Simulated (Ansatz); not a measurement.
Consider BeS in the zinc blende structure (space group F-43m, No. 216; a = 4.876 Å).

Method: PBE (Ansatz, a program for electronic structure), no spin-orbit coupling.

Base values:

```
Quantity                          Value
-----------------------------  --------
Pressure                       0.00 GPa
Band gap                        3.15 eV
Width of the top valence band   3.27 eV
```

Modification: the cell is scaled by 0.9750 in all directions; the atoms relax in the strained cell.

What happens to the pressure, band gap and width of the top valence band?

The pressure goes from zero to 8.15 GPa; the band gap drops by 0.18 eV, from 3.15 eV to 2.97 eV; the width of the top valence band rises by 0.37 eV to 3.64 eV.

Whether these cells are dynamically stable was not tested.
